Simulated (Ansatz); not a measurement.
MoP (model structure, started from the CsCl type, Pm-3m, No. 221, 2 atoms in the cell) was calculated with LDA in Ansatz (PAW).

Settings: plane-wave cutoff 520 eV, 18×18×18 k mesh, Fermi–Dirac smearing 0.05 eV, no spin polarisation, scalar-relativistic PAW data made under PBE.

Cell (relaxed at this level):

Space group Pm-3m (No. 221); a = b = c = 2.960 Å, α = β = γ = 90.00°

| atom | site | symmetry | x | y | z |
|---|---|---|---|---|---|
| Mo | 1a | m-3m | 0.0000 | 0.0000 | 0.0000 |
| P | 1b | m-3m | 0.5000 | 0.5000 | 0.5000 |

Question: What does this level give for the bulk modulus?

Answer: 
- bulk modulus = 265 GPa

Note: the run has no spin polarisation, so it can have missed a magnetic state; the bulk modulus is −V dP/dV from two relaxed cells at ±2 % in volume; the relaxation could raise the start's symmetry but not lower it, so the cell can be a saddle point.

The computed numbers hold no vibrational or temperature effects.

The result took roughly 17 core-seconds.

A model structure was made by putting elements into a prototype or built by hand; it is no filed structure, need not be a known phase, and can be a saddle point held by its symmetry.

Ansatz is a first-principles code.
